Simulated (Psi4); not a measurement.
Psi4 1.11, BP86/def2-svpd: Mo(O)2(NH2)2 ([NH2][Mo]([NH2])(=[O])=[O]), 9 atoms. The geometry is a generated start, not checked to be a minimum at this level.

```yaml
task: energy
method: bp86
basis: def2-svpd
memory: 3 GB
maxiter: 100
keys_of_the_molecule_block: symmetry c1
scf_type: df (default)
guess: auto, which took SAD (default)
scf_initial_accelerator: adiis (default)
e_convergence: 1e-06 (default)
d_convergence: 1e-06 (default)
dft_radial_points: 75 (default)
dft_spherical_points: 302 (default)
effective_core_potentials: those of the basis set, past Kr
basis_functions: 152
grid_points: 195130
```

```xyz
9

Mo     0.7071    -0.0325     0.0954
O      1.6771     0.7486    -0.9683
O      1.2680    -0.8834     1.3783
N     -0.3581    -1.2451    -0.9240
H     -0.5294    -1.1883    -1.9279
H     -0.7192    -2.1421    -0.5973
N     -0.4797     1.2848     0.8038
H     -0.6473     2.2140     0.4153
H     -0.9184     1.2441     1.7246
```

Charge 0 and multiplicity 1 are set for this test and not shown to be the ground state.

One run each on 2 threads. Values of diis_max_vecs tried: 3, 6, 10 (default), 20.

### Question
How does the count of SCF iterations change with diis_max_vecs, and where is it least?

### Answer
Fewest SCF iterations, within one of each other: 6 with 14, 10 (default) with 13, 20 with 13. The count rises to 84 at 3. All converge to one solution.

```json
[
 {"diis_max_vecs": "3", "SCF iterations": "84", "end": "same solution"},
 {"diis_max_vecs": "6", "SCF iterations": "14", "end": "same solution"},
 {"diis_max_vecs": "10 (default)", "SCF iterations": "13", "end": "same solution"},
 {"diis_max_vecs": "20", "SCF iterations": "13", "end": "same solution"}
]
```
